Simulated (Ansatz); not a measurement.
Consider TlBiS2 (space group R-3m, No. 166; a = 4.085 Å, c = 21.696 Å (hexagonal axes)). Axes: x lies along a and z along c of the hexagonal cell.

Level of theory: PBEsol (Ansatz, a first-principles code; PAW; 420 eV plane waves; no SOC).

Strains are applied to the cell and any free atomic positions relax; under biaxial strain the out-of-plane vector relaxes too.

One change was made to it. Results:

| quantity | base | after |
|---|---|---|
| volume per atom | 26.13 Å³ | 25.39 Å³ |
| band gap | 0.15 eV | zero |
| pressure (mean of the normal stresses, compression positive) | 0.0 GPa | 1.6 GPa |
| energy relative to the base (free energy F) | 0 meV/atom | +11 meV/atom |

Task: Which of these changes matches the shifts?
A) biaxial strain −2.40 %, plane normal [001], relaxed out of plane
B) biaxial strain −0.60 %, plane normal [001], relaxed out of plane
C) biaxial strain −1.20 %, plane normal [001], relaxed out of plane
D) biaxial strain −3.00 %, plane normal [001], relaxed out of plane

Result: D, biaxial strain −3.00 %, plane normal [001], relaxed out of plane. For comparison, the energy relative to the base in the other runs: biaxial strain −2.40 %, plane normal [001], relaxed out of plane gives +7.2 meV/atom; biaxial strain −1.20 %, plane normal [001], relaxed out of plane gives +1.8 meV/atom; biaxial strain −0.60 %, plane normal [001], relaxed out of plane gives +0.4 meV/atom.

A case with no gap was solved on a k-mesh chosen for an insulator, which is coarse for it. With Bi and Tl present, leaving out spin-orbit coupling can change the band edges. Stability against distortions was not tested. The final runs are not spin-polarised. The zero or small gap of TlBiS2 can change with the level of theory.
